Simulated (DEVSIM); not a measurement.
System: abrupt Si p-n junction, at 350 K.

Layer 1 from the left is Si, thickness (μm) 10.0, Na (cm⁻³) 6.2e18, τn (s) 4.3e-7, τp (s) 4.3e-7. Layer 2 from the left is Si, thickness (μm) 4.90, Nd (cm⁻³) 5.4e16, τn (s) 4.3e-7, τp (s) 4.3e-7.

Left contact: ohmic. Right contact: ohmic. Voltage is applied to the left contact. Recombination: SRH at mid-gap, Auger. Mobility is constant in doping.

This is a model device: material constants are rounded textbook-type values typed into the input, and sizes, dopings and lifetimes were drawn at random. Values at 300 K; Nc and Nv go as T^1.5, mobilities as T to minus their exponent, the gap by Varshni's rule with the affinity fixed.

Si: gap (eV) 1.124, affinity (eV) 4.05, permittivity 11.7, Nc (cm⁻³) 2.86e19, Nv (cm⁻³) 3.1e19, μn (cm²/Vs) 1417, μp (cm²/Vs) 470, T exponent of μn 2.3, T exponent of μp 2.2, Cn (cm⁶/s) 2.8e-31, Cp (cm⁶/s) 9.9e-32, Varshni α (eV/K) 0.000473, Varshni β (K) 636.

Q: Estimate by hand the built-in potential, the peak field at zero bias, the capacitance at -1 V, and compare with a numerical solution.

A: 
- Built-in potential: ni = √(Nc Nv) exp(−Eg/2kT) = 3.78e11 cm⁻³ with Eg = 1.111 eV; Vbi = kT/q ln(Na Nd/ni²) = 0.859 V; numerical 0.859 V.
- Peak field at zero bias: depletion approximation: W = √(2εVbi/(qN)) = 0.144 μm with N = 5.35e16 cm⁻³; field = 2Vbi/W = 119000 V/cm; numerical 175000 V/cm (estimate below by 32 %).
- Capacitance at -1 V: C = √(qεN / 2(Vbi + |V|)) = 48.9 nF/cm²; numerical 50.0 nF/cm² (estimate below by 2.2 %).

Simulated with DEVSIM: 1D drift-diffusion, Boltzmann statistics, complete ionisation; no tunnelling, impact ionisation, image-force lowering or self-heating.
